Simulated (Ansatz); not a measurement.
The starting structures come from a database of crystals and need not be the phases stable at ambient conditions.

Tunnelling through a barrier is set by its complex band structure: the current falls as exp(−2κd) with the smallest κ.

Input:

```
CELL_PARAMETERS angstrom
      6.93897     0.00000     0.00000
      0.00000     7.23225     0.00000
      3.46949    -1.63792     3.22435
ATOMIC_POSITIONS crystal
  V  0.51812 0.46494 0.42888
  V  0.05300 0.96494 0.42888
  P  0.86899 0.75359 0.00808
  P  0.12293 0.25359 0.00808
  O  0.83887 0.92238 0.33000
  O  0.83113 0.42238 0.33000
  O  0.15593 0.58187 0.67670
  O  0.16737 0.08187 0.67670
  O  0.35025 0.35546 0.81132
  O  0.83843 0.85546 0.81132
  O  0.14395 0.16534 0.22674
  O  0.62931 0.66534 0.22674
  O  0.64453 0.26442 0.02882
  O  0.32665 0.76442 0.02882
```

Space group of this cell: Cc. The cell is taken as given; by r2SCAN its mean pressure is -0.6 GPa.

Transport runs along the normal of the first two printed cell vectors.

No gap correction and no spin-orbit coupling; mid-gap values are interpolated between computed energies.

Q: Predict the band gap and the smallest decay constant κ at mid-gap from r2SCAN (Ansatz, an electronic-structure program).

A: Gap 1.96 eV on a 10×6×10 mesh; κ = 0.420 1/Å, at (0.167, 0.250) of the in-plane reciprocal vectors. At the zone centre, at the nearest computed energy, the slowest state has κ = 0.44 1/Å.
